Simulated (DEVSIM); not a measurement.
Device: Ti/Si3N4/n-Si capacitor, at 300 K.

```
layer (left to right)  material  thickness (nm)  Nd (cm⁻³)
---------------------  --------  --------------  ---------
1                         Si3N4            22.0          -
2                            Si            4700     1.5e16
```

Metal gate on the left, work function 4.33 eV. Fixed charge at the semiconductor interface 0 cm⁻² (in units of +e); interface traps 7.4e10 cm⁻² eV⁻¹, uniform in energy, neutral level at 0.5 of the gap above the valence band.

Constants are typed, rounded textbook-type inputs, not results; the design itself was drawn at random and stands for no fabricated device. Values at 300 K; Nc and Nv go as T^1.5, mobilities as T to minus their exponent, the gap by Varshni's rule with the affinity fixed.

| parameter | Si3N4 | Si |
|---|---|---|
| gap (eV) | 5.1 | 1.124 |
| affinity (eV) | 2.1 | 4.05 |
| permittivity | 7.5 | 11.7 |
| Nc (cm⁻³) | - | 2.86e19 |
| Nv (cm⁻³) | - | 3.1e19 |
| Varshni α (eV/K) | - | 0.000473 |
| Varshni β (K) | - | 636 |

Model (solved in DEVSIM): 1D Poisson equation in equilibrium, Boltzmann statistics, complete ionisation; no quantum confinement or tunnelling. Metal contacts follow the ideal Schottky-Mott rule: no Fermi-level pinning, no interface dipoles.

Base results: threshold voltage (band bending 2φF) (V) -0.86; minimum of the low-frequency capacitance (μF/cm²) 0.0492; capacitance of the dielectric stack (μF/cm²) 0.302; flat-band voltage (V) 0.10.

Task: What follows from this one change: substrate doping 1.5e+16 → 3e+15 cm^-3?

Result: threshold voltage (band bending 2φF) -0.86 → -0.70 V; minimum of the low-frequency capacitance 0.0492 → 0.0307 μF/cm²; capacitance of the dielectric stack little changed (0.302 μF/cm²); flat-band voltage 0.10 → 0.06 V.

Task: What follows from this one change: temperature 300 → 400 K?

Result: threshold voltage (band bending 2φF) -0.86 → -0.72 V; minimum of the low-frequency capacitance 0.0492 → 0.0568 μF/cm²; capacitance of the dielectric stack little changed (0.302 μF/cm²); flat-band voltage 0.10 → 0.02 V.

Task: What follows from this one change: Si3N4 thickness 0.022 → 0.015 μm?

Result: threshold voltage (band bending 2φF) -0.86 → -0.79 V; minimum of the low-frequency capacitance 0.0492 → 0.0516 μF/cm²; capacitance of the dielectric stack 0.302 → 0.443 μF/cm²; flat-band voltage little changed (0.09 V).

Task: What follows from this one change: gate work function 4.33 → 4.18 eV?

Result: threshold voltage (band bending 2φF) -0.86 → -1.01 V; minimum of the low-frequency capacitance little changed (0.0488 μF/cm²); capacitance of the dielectric stack little changed (0.302 μF/cm²); flat-band voltage 0.10 → -0.05 V.
